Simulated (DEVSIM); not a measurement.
Structure: Ni/Si3N4/p-GaSb capacitor, at 250 K.

```tsv
layer (left to right)	material	thickness (nm)	Na (cm⁻³)
1	Si3N4	30.0	-
2	GaSb	1200	2.5e17
```

Metal gate on the left, work function 5.1 eV. Fixed charge at the semiconductor interface -2.8e10 cm⁻² (in units of +e); interface traps 4.9e11 cm⁻² eV⁻¹, uniform in energy, neutral level at 0.5 of the gap above the valence band.

Constants are typed, rounded textbook-type inputs, not results; the design itself was drawn at random and stands for no fabricated device. Values at 300 K; Nc and Nv go as T^1.5, mobilities as T to minus their exponent, the gap by Varshni's rule with the affinity fixed.

```
parameter         Si3N4     GaSb
----------------  -----  -------
gap (eV)            5.1    0.726
affinity (eV)       2.1     4.06
permittivity        7.5     15.7
Nc (cm⁻³)             -   2.1e17
Nv (cm⁻³)             -   1.8e19
Varshni α (eV/K)      -  0.00042
Varshni β (K)         -      140
```

Simulated with DEVSIM: 1D Poisson equation in equilibrium, Boltzmann statistics, complete ionisation; no quantum confinement or tunnelling. Metal contacts follow the ideal Schottky-Mott rule: no Fermi-level pinning, no interface dipoles.

Base results: flat-band voltage (V) 0.30; capacitance of the dielectric stack (μF/cm²) 0.221; minimum of the low-frequency capacitance (μF/cm²) 0.128.

**Question.** What follows from this one change: interface trap density 4.9e+11 → 1e+10 cm^-2 eV^-1?

**Answer.** flat-band voltage 0.30 → 0.40 V; capacitance of the dielectric stack little changed (0.221 μF/cm²); minimum of the low-frequency capacitance 0.128 → 0.114 μF/cm².

**Question.** What follows from this one change: substrate doping 2.5e+17 → 1.2e+16 cm^-3?

**Answer.** flat-band voltage 0.30 → 0.39 V; capacitance of the dielectric stack little changed (0.221 μF/cm²); minimum of the low-frequency capacitance 0.128 → 0.0841 μF/cm².

**Question.** What follows from this one change: gate work function 5.1 → 4.95 eV?

**Answer.** flat-band voltage 0.30 → 0.15 V; capacitance of the dielectric stack little changed (0.221 μF/cm²); minimum of the low-frequency capacitance little changed (0.129 μF/cm²).

**Question.** What follows from this one change: fixed charge -2.8e+10 → -4.93e+11 cm^-2?

**Answer.** flat-band voltage 0.30 → 0.64 V; capacitance of the dielectric stack little changed (0.221 μF/cm²); minimum of the low-frequency capacitance little changed (0.129 μF/cm²).

**Question.** What follows from this one change: Si3N4 thickness 0.03 → 0.025 μm?

**Answer.** flat-band voltage 0.30 → 0.31 V; capacitance of the dielectric stack 0.221 → 0.266 μF/cm²; minimum of the low-frequency capacitance 0.128 → 0.142 μF/cm².
